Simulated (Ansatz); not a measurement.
Start from CdGeAs₂ in the chalcopyrite structure (space group I-42d, No. 122; a = 5.8735 Å, c = 11.2264 Å).

Method: LDA (Ansatz, a quantum-chemistry and plane-wave program; PAW; 420 eV plane waves; no SOC).

Strains are applied to the cell and any free atomic positions relax.

One change was made to it. Results:

| quantity | base | after |
|---|---|---|
| energy relative to the base (free energy F) | 0 meV/atom | +2.6 meV/atom |
| pressure (mean of the normal stresses, compression positive) | 0.0 kbar | 15.7 kbar |

Question: What was done to the base?
(A) isotropic strain −3.00 %
(B) isotropic strain −2.25 %
(C) isotropic strain −1.50 %
(D) isotropic strain −0.75 %

Answer: D, isotropic strain −0.75 %. For comparison, the energy relative to the base in the other runs: isotropic strain −2.25 % gives +25 meV/atom; isotropic strain −3.00 % gives +45 meV/atom; isotropic strain −1.50 % gives +11 meV/atom.

Stability against distortions was not tested. All final runs are without spin polarisation.
